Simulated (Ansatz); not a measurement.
The starting structures come from a database of crystals and need not be the phases stable at ambient conditions.

By PBEsol, the system below comes out a metal.

A figure of merit of an interconnect metal is its ballistic conductance per area.

```
MoAs2
1.0
    3.32459     0.00000     0.00000
    0.00000     7.74868     0.00000
    1.66230    -2.22355     3.95244
Mo As
2 4
Cartesian
  3.32459   0.76798   2.73485
  1.66230   4.75714   1.21759
  1.66230  -0.40245   1.15158
  3.32459   5.92758   2.80086
  1.66230   2.89745   3.18488
  3.32459   2.62767   0.76756
```

Space group of this cell: C2/m. The cell is taken as given; by PBEsol its mean pressure is -3.5 GPa.

The current flows along the normal of the first two printed cell vectors. No spin-orbit coupling; the value is a mean over 0.1 eV about the Fermi level.

### Question
Predict the ballistic conductance per area from Ansatz (a first-principles code) with PBEsol.

### Answer
0.28 × 10¹⁵ S/m² for both spins.
